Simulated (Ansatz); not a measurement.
The starting structures come from a database of crystals and need not be the phases stable at ambient conditions.

Input:

```
K3YF6
1.0
    6.56705     0.00000     0.00000
    0.00000    10.77947     0.00000
    0.00000     3.52860     5.19777
K Y F
6 2 12
Direct
  0.94368   0.24315   0.27630
  0.05632   0.75685   0.72370
  0.44368   0.25685   0.72370
  0.55632   0.74315   0.27630
  0.00000   0.50000   0.50000
  0.50000   0.00000   0.50000
  0.50000   0.50000   0.00000
  0.00000   0.00000   0.00000
  0.93664   0.77412   0.10557
  0.06336   0.22588   0.89443
  0.43664   0.72588   0.89443
  0.56336   0.27412   0.10557
  0.73181   0.07650   0.75203
  0.26819   0.92350   0.24797
  0.23181   0.42350   0.24797
  0.76819   0.57650   0.75203
  0.32245   0.54988   0.66955
  0.67755   0.45012   0.33045
  0.82245   0.95012   0.33045
  0.17755   0.04988   0.66955
```

Space group of this cell: P2_1/c. The cell is taken as given.

Transport runs along the normal of the first two printed cell vectors.

The gap is the functional's own, uncorrected, and κ follows it; spin-orbit coupling is left out. Mid-gap values are interpolated between the computed energies.

Problem. Compute, with r2SCAN (Ansatz, a quantum-chemistry and plane-wave program), the band gap and the smallest decay constant κ at mid-gap.

Solution. Gap 7.44 eV on a 6×4×6 mesh; κ = 0.588 1/Å, at the zone centre.
